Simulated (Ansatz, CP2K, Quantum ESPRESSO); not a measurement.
## Code comparison for SnSe2 (P-3m1, 3 atoms in the cell)

Zone-centre phonon calculation.

```
CELL_PARAMETERS angstrom
      1.90500    -3.29956     0.00000
      1.90500     3.29956     0.00000
      0.00000     0.00000     6.14000
ATOMIC_POSITIONS crystal
  Sn 0.00000 0.00000 0.00000
  Se 0.33333 0.66667 0.25000
  Se 0.66667 0.33333 0.75000
```

Shared settings, as Ansatz (a program for electronic structure) writes them: kpoints.mp_grid.grid = 7 7 4; scf.occupations.method = fermi_dirac; scf.occupations.width = 0.05 eV. Potentials and cutoffs stand in the table.

| code | model | highest zone-centre frequency, without LO-TO term (cm⁻¹) | cutoff |
|---|---|---|---|
| Ansatz | PBE, default PAW files | 255 | 420 eV |
| Quantum ESPRESSO | PBE, SSSP 1.1.2 efficiency (PBE) pseudopotentials | 256 | 40 Ry |
| CP2K | PBE, GPW, TZVP-MOLOPT-SR-GTH basis, GTH-PBE potentials (GTH_POTENTIALS) | 262 | grid 400 Ry |

The spread over the programs that give each value: highest zone-centre frequency, without LO-TO term within 7.0 cm⁻¹.

CP2K uses small atom-centred bases, whose incompleteness enters pressures, forces and empty levels differently from a plane-wave cutoff.

The starting cell has typed, rounded lattice constants, without a prior relaxation at this level.

Keys are those of Ansatz 0.2.
